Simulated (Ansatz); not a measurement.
An Ansatz (a program for electronic structure) run: BN with a change (pressure 7.5 GPa); Ansatz, r2SCAN+rVV10, PAW, cutoff 500 eV, no spin-orbit coupling.

Input:

Ansatz 0.2 input:
```yaml
crystal:
  lattice:
    - [2.4909382432, 0, 0]
    - [-1.2454691216, 2.1572157978, 0]
    - [0, 0, 5.9967248361]
  atoms:
    - { symbol: B, position: [0.3333333333, 0.6666666667, 0.25] }
    - { symbol: B, position: [0.6666666667, 0.3333333333, 0.75] }
    - { symbol: N, position: [0.3333333333, 0.6666666667, 0.75] }
    - { symbol: N, position: [0.6666666667, 0.3333333333, 0.25] }
basis: { ecutwfc: 500, ecutrho_ratio: 4, xc_grid: 4, fft_grid_basis: typed }
kpoints: { mp_grid: { grid: [15, 15, 5] } }
hamiltonian:
  xc: r2scan
  dispersion: rvv10
  pseudopotentials: { kind: paw }
scf: { occupations: { method: fermi_dirac, width: 0.05 } }
relax: { f_tol: 0.01, max_steps: 60, cell: { stress_tol: 0.02, p_target: 7.5 } }
output: { forces: true, stress: true }
checkpoint: { write: state.ck, write_every: 1000 }
```

Output (explanatory and most iteration lines left out):

```
Relaxation: its limit of steps is 60 (relax.max_steps)
Pseudopotential: B, paw, valence charge 3
Pseudopotential: N, paw, valence charge 5
Crystal: 4 atoms, lattice volume = 32.223 Å³
Basis set: ecut = 500 eV, 843 PW (Γ), exchange–correlation on 80×80×180 points (64 copies of the dense FFT grid, shifted against one another)
Bands: 12, of which v1, the nominal top of the filled ones, is band 8 counted from 1 (7 counted from 0)
Symmetry: 24 space group operations
Space group: P63/mmc (ITA 194), of the structure as read, at distance tolerance 3.2e-5 Å
k-points: 81 of 1125
Functional: x = r2scan, c = r2scan + rvv10(b = 11.95, C = 0.0093); τ floored in thin density (d = 2e-4 eV/Å³)
SCF iter   1: F=—  HF=-1087.365153 eV  |F-HF|=—  |Δ(HF+E_count)|=         —  Δρ=9.59e-3  dr2=2.11e-2  dr2_τ=7.14e-1  ethr=1.77e-3  ⟨swp⟩=6.6  Hψ=6109  notcnv=0
SCF iter   2: F=—  HF=-1087.497931 eV  |F-HF|=—  |Δ(HF+E_count)|=   1.33e-1  Δρ=5.65e-3  dr2=4.54e-3  dr2_τ=3.12e-4  ethr=1.32e-4  ⟨swp⟩=2.3  Hψ=2623  notcnv=0
SCF 1 converged in 7 iterations: F = -1087.497519 eV  dr2 = 6.33e-9
relax step   1: F+E_penalty+E_count = -1087.49751886 eV  Δ(F+E_penalty+E_count) = +0.000e0 eV  max|allowed force component| = 1.480e-16 eV/Å  Δτ_max = 0.0000 Å  P = +5.003 GPa  Ω = 32.223 Å³  (7 SCF iters, dr2 threshold 1.00e-7 eV, accepted)
[... steps on the carried basis left out ...]
relax step   8: F+E_penalty+E_count = -1087.46099011 eV  Δ(F+E_penalty+E_count) = -8.037e-7 eV  max|allowed force component| = 1.834e-15 eV/Å  Δτ_max = 0.0000 Å  P = +7.500 GPa  Ω = 31.280 Å³  stress off target by 1.84e-4 GPa  SCF on the basis re-selected at this cell (its energy is not comparable with the rows above)  (4 SCF iters)
SCF converged after 4 iterations
Free energy (F): -1087.460990 eV
Internal energy: -1087.460990 eV  (E = F + TS)
E sigma→0 (E₀):  -1087.460990 eV
Fermi energy:    8.539887 eV
--- Forces (eV/Å), atoms counted from 1 ---
  atom   1  B     -0.00000000    -0.00000000    -0.00000000
  atom   2  B     -0.00000000     0.00000000     0.00000000
  atom   3  N      0.00000000    -0.00000000    -0.00000000
  atom   4  N      0.00000000     0.00000000     0.00000000
--- Stress (GPa, compression-positive) ---
        7.499986       0.000000       0.000000
       -0.000000       7.499986       0.000000
        0.000000       0.000000       7.499816
  P = ⅓ Tr σ = 7.4999 GPa (74.999 kbar)
--- Relaxed structure (6 steps of the walk, 6 accepted, 2 SCFs on fresh bases) ---
  cell:  # Å, volume = 31.2802 Å³
    - [2.4866897571376834, -1.0050522241929445e-34, 0.0]
    - [-1.2433448785688417, 2.1535365010117897, 0.0]
    - [0.0, 0.0, 5.841107362235605]
  atoms:
    - { symbol: B, position: [0.33333333333333326, 0.6666666666666665, 0.25] }
    - { symbol: B, position: [0.6666666666666666, 0.33333333333333326, 0.75] }
    - { symbol: N, position: [0.33333333333333326, 0.6666666666666665, 0.75] }
    - { symbol: N, position: [0.6666666666666666, 0.33333333333333326, 0.25] }
```

Load acts through the strain it causes; cell and atoms are relaxed under it. Whether these cells are dynamically stable was not tested. Competing high-pressure phases were not computed. The cell was made from BN in the h-BN type structure (space group P6_3/mmc, No. 194; layered, stacked along the Cartesian z axis) by this change: pressure 7.5 GPa.
